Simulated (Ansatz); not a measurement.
A computed series for Os: pressure series

The parent structure is Os in the hcp (Mg type) structure (space group P6_3/mmc, No. 194).

```
CELL_PARAMETERS angstrom
      2.72947     0.00000     0.00000
     -1.36474     2.36379     0.00000
      0.00000     0.00000     4.30663
ATOMIC_POSITIONS crystal
  Os 0.33333 0.66667 0.75000
  Os 0.66667 0.33333 0.25000
```

Cell and atoms are relaxed at each pressure.

The values are results of plane-wave PAW DFT at the PBEsol level (Ansatz, a quantum-chemistry and plane-wave program, 420 eV), no SOC, earlier PAW set, not measurements.

```
case              shortest interatomic distance  c/a ratio
----------------  -----------------------------  ---------
base                                    2.668 Å      1.578
pressure −2 GPa                         2.672 Å      1.577
pressure −1 GPa                         2.670 Å      1.578
pressure 3 GPa                          2.663 Å      1.578
pressure 7 GPa                          2.655 Å      1.579
pressure 15 GPa                         2.641 Å      1.580
pressure 30 GPa                         2.618 Å      1.582
pressure 50 GPa                         2.590 Å      1.584
pressure 75 GPa                         2.561 Å      1.586
pressure 100 GPa                        2.536 Å      1.588
```

Load acts through the strain it causes; cell and atoms are relaxed under it. Stability against distortions was not tested. No other phases were tried under pressure. All final runs are without spin polarisation.
